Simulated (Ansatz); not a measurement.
What uniaxial strain ε_zz = −2.40 % does to CdSe

Consider CdSe in the wurtzite structure (space group P6_3mc, No. 186; a = 4.383 Å, c = 7.154 Å). Axes: x lies along a and z along c of the hexagonal cell.

It is then changed as follows: uniaxial strain ε_zz = −2.40 %, all other strain components held at zero, atoms relaxed at fixed cell.

Calculations: PBE in Ansatz (plane waves to 420 eV, PAW, no SOC). Settings: 9×9×5 k-points, 0.05 eV Fermi–Dirac smearing.

The volume per atom shrinks by 0.71 Å³ to 29.04 Å³ and the space group stays P6_3mc (No. 186). The energy rises by 4.0 meV/atom and the band gap increases by 0.05 eV (0.54 eV → 0.59 eV). The gap character stays direct at Γ and the electron mass amounts to 0.058 mₑ along z, 0.063 mₑ across (at Γ). The valence-band top at Γ (three highest levels, from the VBM) changes from 0.00, 0.00, -0.04 eV to 0.00, -0.04, -0.04 eV and the largest internal atomic displacement amounts to 0.018 Å. The stress (xx, yy, zz, yz, xz, xy; compression positive) is (0.81, 0.81, 1.82, 0.00, 0.00, 0.00) GPa.

Final structure:

```yaml
crystal:
  lattice:
    - [4.38279, 0.00000, 0.00000]
    - [-2.19140, 3.79561, 0.00000]
    - [0.00000, 0.00000, 6.98266]
  atoms:
    - { symbol: Cd, position: [0.33333, 0.66667, 0.99751] }
    - { symbol: Cd, position: [0.66667, 0.33333, 0.49751] }
    - { symbol: Se, position: [0.33333, 0.66667, 0.37849] }
    - { symbol: Se, position: [0.66667, 0.33333, 0.87849] }
```

Effective masses come from finite differences of ±0.01 Å⁻¹. Whether these cells are dynamically stable was not tested.

Ansatz is a first-principles code.
